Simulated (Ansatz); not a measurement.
# Ge (space group P4_32_12, No. 96)

```cif
data_Ge12
_chemical_formula_sum 'Ge12'
_space_group_name_H-M_alt 'P43212'
_space_group_IT_number 96
_space_group_name_Hall 'P 4nw 2abw'
_cell_length_a 5.92896
_cell_length_b 5.92896
_cell_length_c 6.95422
_cell_angle_alpha 90.000
_cell_angle_beta 90.000
_cell_angle_gamma 90.000
loop_
_atom_site_label
_atom_site_type_symbol
_atom_site_symmetry_multiplicity
_atom_site_Wyckoff_symbol
_atom_site_fract_x
_atom_site_fract_y
_atom_site_fract_z
_atom_site_occupancy
Ge1 Ge 4 a 0.08837 0.08837 0.00000 1
Ge2 Ge 8 b 0.17187 0.36905 0.25768 1
```

Method: PBEsol (Ansatz, an electronic-structure program, PAW, no SOC). Γ-centred 5×5×4 mesh, Fermi–Dirac width 0.05 eV.

- Volume per atom = 20.37 Å³
- Density = 5.92 g/cm³
- Band gap = 0.45 eV (uncertain: the edges found on the path are not clean extrema)
- Total energy = -4253.383 eV/atom (σ→0; compares only within this code and set-up)

Whether these cells are dynamically stable was not tested. This is not the structure that Ge has at room temperature and ambient pressure.
